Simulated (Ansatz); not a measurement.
Consider Ge (space group Im-3m, No. 229; a = 7.0054 Å; a model cell, its experimental status unchecked). Axes: x, y, z lie along the cube axes.

Method: PBEsol (Ansatz, an electronic-structure program, PAW, scalar-relativistic without spin-orbit coupling).

Modification: an isotropic linear strain of −1.79 %, atoms relaxed at fixed cell.

Problem. Predict the stress tensor and what it implies for the stiffness.

Solution. Stress of the strained cell less that of the base (GPa, compression positive):
```
    3.1     0.0     0.0
    0.0     3.1     0.0
    0.0     0.0     3.1
```

Then B = −ΔP/(ΔV/V₀) with ΔV/V₀ = -0.0527 gives secant stiffness values (nonlinear terms included at this strain): B ≈ 59 GPa.

As a check, the harmonic strain energy −½ V₀ Δσ:ε is 15 meV/atom; the computed energy rise is 14 meV/atom.

Whether these cells are dynamically stable was not tested. This is not the structure that Ge has at room temperature and ambient pressure.
